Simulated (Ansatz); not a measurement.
Formation energy of the bound charge states of F interstitial started as a split pair with F in rock-salt LiF (start: split with F along <110>; 64-site cell, 2×2×2 shifted sampling) against the Fermi level, Li-rich (Δμ(F) = -5.89 eV; only phases computed here count, gases as isolated molecules at 0 K). Level of theory: PBE, PAW (plane waves to 420 eV; Ansatz, a first-principles code).

Cell and caveats: 64-site cell; 2×2×2 shifted k-points; host gap 8.83 eV; charged states image-corrected; not converged in cell size.

| E_F − E_VBM (eV) | q = +1 | q = 0 | q = −1 |
|---|---|---|---|
| 0.00 | 7.52 | 7.70 | 9.68 |
| 1.10 | 8.62 | 7.70 | 8.57 |
| 2.21 | 9.73 | 7.70 | 7.47 |
| 3.31 | 10.83 | 7.70 | 6.37 |
| 4.41 | 11.93 | 7.70 | 5.26 |
| 5.52 | 13.04 | 7.70 | 4.16 |
| 6.62 | 14.14 | 7.70 | 3.06 |
| 7.72 | 15.25 | 7.70 | 1.95 |
| 8.83 | 16.35 | 7.70 | 0.85 |

Crossings of the lowest lines: (+1/0) at 0.17 eV; (0/−1) at 1.98 eV.
